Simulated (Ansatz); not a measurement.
The starting structures come from a database of crystals and need not be the phases stable at ambient conditions.

Tunnelling through a barrier is set by its complex band structure: the current falls as exp(−2κd) with the smallest κ.

Data:

```xyz
11
Lattice="4.6915 0.0000 0.0000 -1.4370 6.3601 0.0000 -0.7185 3.1800 4.2577" Properties=species:S:1:pos:R:3 pbc="T T T"
Sc    -0.7185     3.1800     1.6206
Sc    -1.4370     6.3601     2.6370
Si     1.6617     4.9372     0.0000
Si     1.5927     1.4229     0.0000
O     -0.0563     4.6802     2.9174
O      2.5922     4.8599     1.3403
O      1.8737     8.0399     2.9174
O      0.6622     1.5002     1.3403
O      0.9087     6.3601     0.0000
O      2.8115     2.5038     0.0000
O      0.4430     3.8562     0.0000
```

Space group of this cell: C2/m. The cell is taken as given; by r2SCAN its mean pressure is -0.6 GPa.

Transport runs along the normal of the first two printed cell vectors.

The gap is the functional's own, uncorrected, and κ follows it; spin-orbit coupling is left out. Mid-gap values are interpolated between the computed energies.

**Question.** State the band gap and the smallest decay constant κ at mid-gap according to r2SCAN run with Ansatz (a program for electronic structure).

**Answer.** Gap 4.91 eV on a 8×8×8 mesh; κ = 0.485 1/Å, at the zone centre.
